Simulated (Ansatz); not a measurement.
**BaO, response to strain**

Take BaO in the rock salt structure (space group Fm-3m, No. 225; a = 5.5734 Å) as the base.

Strains are applied to the cell and any free atomic positions relax.

The values are results of Kohn–Sham DFT with the PBE functional, run in Ansatz (a quantum-chemistry and plane-wave program) with PAW and 420 eV plane waves, no spin-orbit coupling, not measurements.

| isotropic strain (%) | band gap (eV) |
|---|---|
| -2.6 | 1.82 |
| -2.2 | ? |
| 0 | 2.10 |
| 2.21 | 2.28 |

Problem. Fit E_g = E₀ + Dε (ε in %) to the rows shown and predict the withheld row.

Solution. Least squares on the printed values gives E₀ = 2.08 eV, D = 96.0 meV per % of strain (largest residual 0.02 eV); this predicts 1.87 eV, and the run gives 1.87 eV, in agreement.

Stability against distortions was not tested.
